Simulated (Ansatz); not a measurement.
# PbS, carrier doping

The parent structure is PbS in the rock salt structure (space group Fm-3m, No. 225).

PbS has the cubic space group Fm-3m (No. 225), the rock salt structure, Pearson symbol cF8. Conventional cell: a = b = c = 6.009 Å, α = β = γ = 90.00°. Pb on 4a is surrounded by 6 S at 3.005 Å (octahedral). S on 4b has 6 Pb at 3.005 Å (octahedral). (Neighbours: up to the widest gap in distance over summed covalent radii, below 1.35, at either atom; cation-cation and far metal-metal contacts left out.)
(The calculation used a cell of 2 atoms; values per cell refer to that cell.)

Carriers are added at fixed cell with a uniform background; the Fermi–Dirac width is that of 300 K.

Levels (all Ansatz, a quantum-chemistry and plane-wave program, PAW): PBE (420 eV, scalar-relativistic without spin-orbit coupling); PBEsol (420 eV, spin-orbit coupling left out).

The base cell above is that of PBE; each level relaxes its own structures.

Notes on the quantities. Fermi level from band edge: Fermi level relative to the doped band's edge (positive inside the band; to 0.05 eV).

```json
[
 {"case": "electrons 5.0×10^20 cm⁻³", "Fermi level from band edge, PBE": "+0.35 eV", "Fermi level from band edge, PBEsol": "…"},
 {"case": "electrons 1.0×10^21 cm⁻³", "Fermi level from band edge, PBE": "+0.50 eV", "Fermi level from band edge, PBEsol": "+0.55 eV"},
 {"case": "electrons 2.0×10^21 cm⁻³", "Fermi level from band edge, PBE": "+0.70 eV", "Fermi level from band edge, PBEsol": "+0.75 eV"},
 {"case": "electrons 5.0×10^21 cm⁻³", "Fermi level from band edge, PBE": "+1.00 eV", "Fermi level from band edge, PBEsol": "+1.05 eV"},
 {"case": "holes 5.0×10^20 cm⁻³", "Fermi level from band edge, PBE": "+0.35 eV", "Fermi level from band edge, PBEsol": "…"},
 {"case": "holes 1.0×10^21 cm⁻³", "Fermi level from band edge, PBE": "+0.40 eV", "Fermi level from band edge, PBEsol": "…"},
 {"case": "holes 2.0×10^21 cm⁻³", "Fermi level from band edge, PBE": "+0.55 eV", "Fermi level from band edge, PBEsol": "+0.60 eV"},
 {"case": "holes 5.0×10^21 cm⁻³", "Fermi level from band edge, PBE": "+0.70 eV", "Fermi level from band edge, PBEsol": "…"}
]
```

Q: Complete the table.

A: 
- electrons 5.0×10^20 cm⁻³, Fermi level from band edge, PBEsol: +0.40 eV
- holes 5.0×10^20 cm⁻³, Fermi level from band edge, PBEsol: +0.40 eV
- holes 1.0×10^21 cm⁻³, Fermi level from band edge, PBEsol: +0.50 eV
- holes 5.0×10^21 cm⁻³, Fermi level from band edge, PBEsol: +0.80 eV

The two levels differ by at most about 0.10 eV. Near ties aside, they put the cases in the same order.

Charged cell with a jellium background: band edges are those of the host's band count, energies are not comparable with the neutral cell, and many-body gap narrowing is missing. Spin-orbit coupling, missing from the scalar runs, can matter with Pb. Stability against distortions was not tested. The base started in P3_121 and relaxed to Fm-3m at this level. A zero or small gap of PbS can be the functional's error rather than a property of the material.
